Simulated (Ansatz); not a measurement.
# GaN, response to strain

Take GaN in the zinc blende structure (space group F-43m, No. 216) as the base.

```
GaN
1.0
    0.00000     2.22769     2.22769
    2.22769     0.00000     2.22769
    2.22769     2.22769     0.00000
Ga N
1 1
Direct
  0.00000   0.00000   0.00000
  0.25000   0.25000   0.25000
```

Cartesian axes are those of the cell as printed.

Strains are applied to the cell and any free atomic positions relax; under biaxial strain the out-of-plane vector relaxes too.

Level of theory: Kohn–Sham DFT with the LDA functional, run in Ansatz (a program for electronic structure) with PAW and 420 eV plane waves, without spin-orbit coupling.

Notes on the quantities. in-plane stress: mean in-plane stress (compression positive).

| case | band gap | in-plane stress | electron mass |
|---|---|---|---|
| base | 1.96 eV | – | 0.18 mₑ (at Γ) |
| biaxial strain −3.00 %, plane normal [001], relaxed out of plane | 2.03 eV | +9.1 GPa | 0.20 mₑ out of plane, 0.18 mₑ in plane (at Γ) |
| biaxial strain −2.50 %, plane normal [001], relaxed out of plane | 2.02 eV | +7.5 GPa | 0.20 mₑ out of plane, 0.18 mₑ in plane (at Γ) |
| biaxial strain −2.00 %, plane normal [001], relaxed out of plane | 2.01 eV | +5.9 GPa | 0.19 mₑ out of plane, 0.18 mₑ in plane (at Γ) |
| biaxial strain −1.50 %, plane normal [001], relaxed out of plane | (withheld) | (withheld) | – |
| biaxial strain −1.00 %, plane normal [001], relaxed out of plane | 1.98 eV | +2.8 GPa | 0.18 mₑ (at Γ) |
| biaxial strain −0.50 %, plane normal [001], relaxed out of plane | 1.97 eV | +1.4 GPa | 0.18 mₑ (at Γ) |
| biaxial strain +0.50 %, plane normal [001], relaxed out of plane | 1.89 eV | -1.3 GPa | 0.17 mₑ (at Γ) |
| biaxial strain +1.00 %, plane normal [001], relaxed out of plane | 1.83 eV | -2.6 GPa | 0.17 mₑ (at Γ) |
| biaxial strain +3.00 %, plane normal [001], relaxed out of plane | 1.61 eV | -7.4 GPa | 0.15 mₑ out of plane, 0.17 mₑ in plane (at Γ) |

Problem. Fill in the withheld entries from the trend.

Solution. 
- biaxial strain −1.50 %, plane normal [001], relaxed out of plane, band gap: 1.99 eV
- biaxial strain −1.50 %, plane normal [001], relaxed out of plane, in-plane stress: +4.3 GPa

Effective masses come from finite differences of ±0.01 Å⁻¹. Whether these cells are dynamically stable was not tested. This is not the structure that GaN has at room temperature and ambient pressure.
